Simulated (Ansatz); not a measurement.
**What isotropic strain −0.50 % does to Ti**

Consider Ti in the hcp (Mg type) structure (space group P6_3/mmc, No. 194; a = 2.9016 Å, c = 4.5930 Å; relaxed with 0.1 eV smearing).

Modification: the cell is scaled by 0.9950 in all directions; the atoms relax in the strained cell.

The values are results of Ansatz (a program for electronic structure), PBEsol, PAW, cutoff 420 eV, no spin-orbit coupling, not measurements. Γ-centred 23×23×13 mesh, Fermi–Dirac width 0.1 eV.

```json
[
 {"quantity": "space group", "base": "P6_3/mmc (No. 194)", "changed": "P6_3/mmc (No. 194)", "shift": "–"},
 {"quantity": "shortest interatomic distance", "base": "284.3 pm", "changed": "282.8 pm", "shift": "-1.42 pm"},
 {"quantity": "energy relative to the base (free energy F)", "base": "0 meV/atom", "changed": "+1.4 meV/atom", "shift": "+1.4 meV/atom"},
 {"quantity": "pressure (mean of the normal stresses, compression positive)", "base": "0.0 GPa", "changed": "1.8 GPa", "shift": "+1.8 GPa"},
 {"quantity": "band gap", "base": "zero", "changed": "zero", "shift": "–"}
]
```

Final structure:

```
CELL_PARAMETERS angstrom
      2.88713     0.00000     0.00000
     -1.44356     2.50033     0.00000
      0.00000     0.00000     4.56999
ATOMIC_POSITIONS crystal
  Ti 0.66667 0.33333 0.75000
  Ti 0.33333 0.66667 0.25000
```

Whether these cells are dynamically stable was not tested. The final runs are not spin-polarised.
